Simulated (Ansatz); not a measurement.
Base system: Sn in the diamond structure (space group Fd-3m, No. 227; a = 6.6562 Å; relaxed with 0.1 eV smearing). Axes: x, y, z lie along the cube axes.

Computed with plane-wave PAW DFT at the PBE level (Ansatz, an electronic-structure program, 420 eV), no spin-orbit coupling.

Perturbation: uniaxial strain ε_zz = +2.50 %, all other strain components held at zero; the atoms relax in the strained cell.

Predict the new energy relative to the base.

The energy goes up by 3.8 meV/atom.

What does the calculation give for the stress after the change?

The stress (xx, yy, zz, yz, xz, xy; compression positive) is (-0.6, -0.6, -1.3, 0.0, 0.0, 0.0) GPa.

No phonon test of stability was made.
